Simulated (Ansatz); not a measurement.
An Ansatz (a program for electronic structure) input (plane-wave PAW DFT at the LDA level (Ansatz, 420 eV), no spin-orbit coupling):

Ansatz 0.2 input:
```yaml
crystal:
  lattice:
    - [3.9122517158, 0, 0]
    - [1.9561258579, 3.3881093718, 0]
    - [1.9561258579, -1.1293697906, 3.2549921778]
  atoms:
    - { symbol: Ga, position: [0, 0, 0] }
    - { symbol: As, position: [0.5, 0.25, 0.75] }
basis: { ecutwfc: 420, ecutrho_ratio: 4, xc_grid: 2, fft_grid_basis: typed }
kpoints: { mp_grid: { grid: [10, 10, 10] } }
hamiltonian:
  xc: lda
  dispersion: none
  pseudopotentials: { kind: paw }
scf: { occupations: { method: fermi_dirac, width: 0.05 } }
relax: { f_tol: 0.005, max_steps: 50, cell: { stress_tol: 0.01, fix: [a, b, gamma] } }
output: { forces: true, stress: true }
checkpoint: { write: state.ck, write_every: 1000 }
```

### Question
Which symmetry and how many k-points will the program report, and about how many plane waves at Γ?

### Answer
Space group R3m (ITA 160) with 6 operations, k-points 116 of 1000, and 875 plane waves at Γ.

### Question
And the final pressure?

### Answer
1.51 GPa (compression positive).

The cells carry an imposed strain or load. Stability against distortions was not tested. The cell was made from GaAs in the zinc blende structure (space group F-43m, No. 216) by this change: biaxial strain −1.25 %, plane normal [111], relaxed out of plane.
